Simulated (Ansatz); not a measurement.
Input:

End structure of the (211) surface of bcc Nb in its 1x1 cell, outermost plane spacing 1.35 Å in the ideal cut:

```yaml
crystal:
  lattice:
    - [2.86732, 0.00000, 0.00000]
    - [0.00000, 4.68232, 0.00000]
    - [0.00000, 0.00000, 27.00000]
  atoms:
    - { symbol: Nb, position: [0.73388, 0.50000, 0.30747] }
    - { symbol: Nb, position: [0.35759, 0.00000, 0.35030] }
    - { symbol: Nb, position: [0.02639, 0.50000, 0.39965] }
    - { symbol: Nb, position: [0.68376, 0.00000, 0.45075] }
    - { symbol: Nb, position: [0.33333, 0.50000, 0.50000] }
    - { symbol: Nb, position: [0.98291, 0.00000, 0.54925] }
    - { symbol: Nb, position: [0.64028, 0.50000, 0.60035] }
    - { symbol: Nb, position: [0.30908, 0.00000, 0.64970] }
    - { symbol: Nb, position: [0.93279, 0.50000, 0.69253] }
```

Slab: 9 atoms, 10.8 Å thick at the start; k 13x8x1, smearing 0.1 eV, dipole-corrected; single point; on the structure that PBE left under its start's symmetry; no spin, no spin-orbit, no U.

Task: Estimate the surface energy (mean of both faces) that r2SCAN, at the PBE geometry run with Ansatz (an electronic-structure program) returns for this input.

Result: 2.51 J/m²

Task: Estimate the work function of the top face that r2SCAN, at the PBE geometry returns for this input.

Result: 3.78 eV
